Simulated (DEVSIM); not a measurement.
# abrupt Si p-n junction

System: abrupt Si p-n junction, at 300 K.

```csv
layer (left to right),material,thickness (μm),Nd (cm⁻³),Na (cm⁻³),τn (s),τp (s)
1,Si,0.300,-,1.8e17,0.00087,0.00087
2,Si,0.120,1.6e14,-,0.00087,0.00087
```

Left contact: ohmic. Right contact: ohmic. Voltage is applied to the left contact. Recombination: SRH at mid-gap. Mobility is μmin + (μ − μmin)/(1 + (N/Nref)^α).

This is a model device: material constants are rounded textbook-type values typed into the input, and sizes, dopings and lifetimes were drawn at random. Values at 300 K.

```csv
parameter,Si
gap (eV),1.124
affinity (eV),4.05
permittivity,11.7
Nc (cm⁻³),2.86e19
Nv (cm⁻³),3.1e19
μn (cm²/Vs),1417
μp (cm²/Vs),470
"μn,min",52
"μp,min",45
"Nref,n",9.7e16
"Nref,p",2.2e17
αn,0.68
αp,0.72
```

Simulated with DEVSIM: 1D drift-diffusion, Boltzmann statistics, complete ionisation; no tunnelling, impact ionisation, image-force lowering or self-heating.

```json
{
  "potential_step_across_the_device_at_zero_bias": "0.678 V",
  "largest_field_in_the_device_at_zero_bias": "51000 V/cm",
  "Dark forward voltage at 1 A/cm²": "0.351 V",
  "Dark forward voltage at 100 A/cm²": "0.489 V"
}
```

Dark forward current:

(V (V), J (A/cm²)): (0.05, 1.5e-5); (0.10, 0.00011); (0.15, 0.00070); (0.20, 0.0044); (0.25, 0.027); (0.30, 0.16); (0.35, 0.98); (0.40, 5.6); (0.45, 30); (0.50, 140); (0.55, 560); (0.60, 1600); (0.65, 3600)
